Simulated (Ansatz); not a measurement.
What uniaxial strain ε_zz = +3.00 % does to MgTe

Start from MgTe in the zinc blende structure (space group F-43m, No. 216; a = 6.368 Å). Axes: x, y, z lie along the cube axes.

One thing is altered: uniaxial strain ε_zz = +3.00 %, all other strain components held at zero; the atoms relax in the strained cell.

Calculations: LDA/PAW in Ansatz (a program for electronic structure), spin-orbit coupling left out. k-mesh 9×9×9 (Γ-centred); smearing 0.05 eV (Fermi–Dirac).

```csv
quantity,base,changed,shift
volume per atom,32.28 Å³,33.25 Å³,+0.97 Å³
space group,F-43m (No. 216),I-4m2 (No. 119),–
shortest interatomic distance,2.757 Å,2.785 Å,+0.028 Å
energy relative to the base (free energy F),0 meV/atom,+4.3 meV/atom,+4.3 meV/atom
"pressure (mean of the normal stresses, compression positive)",0.1 kbar,-10.8 kbar,-10.9 kbar
band gap,2.38 eV,2.22 eV,-0.166 eV
gap character,direct at Γ,direct at Γ,–
electron mass,0.16 mₑ (at Γ),0.16 mₑ (at Γ),–
"valence-band top at Γ (three highest levels, from the VBM)","0.00, 0.00, 0.00 eV","0.00, 0.00, -0.09 eV",–
"valley order (the lowest conduction-band minima on the path, energy above the VBM, named in the base's zone)",Γ 2.38 eV; X along ⟨100⟩ 2.66 eV; L along ⟨111⟩ 3.17 eV,Γ 2.22 eV; X along [010] 2.65 eV; X along [001] 2.72 eV; L along [111] 3.06 eV,–
"stress (xx, yy, zz, yz, xz, xy; compression positive)",–,"(-0.92, -0.92, -1.42, 0.00, 0.00, 0.00) GPa",–
```

Final structure:

```
CELL_PARAMETERS angstrom
      0.00000     3.18405     3.27957
      3.18405     0.00000     3.27957
      3.18405     3.18405     0.00000
ATOMIC_POSITIONS crystal
  Mg 0.00000 0.00000 0.00000
  Te 0.25000 0.25000 0.25000
```

Spin-orbit coupling, missing from the scalar runs, can matter with Te. Effective masses come from finite differences of ±0.01 Å⁻¹. Stability against distortions was not tested. Labels are those of the standard path for the cell's own space group.
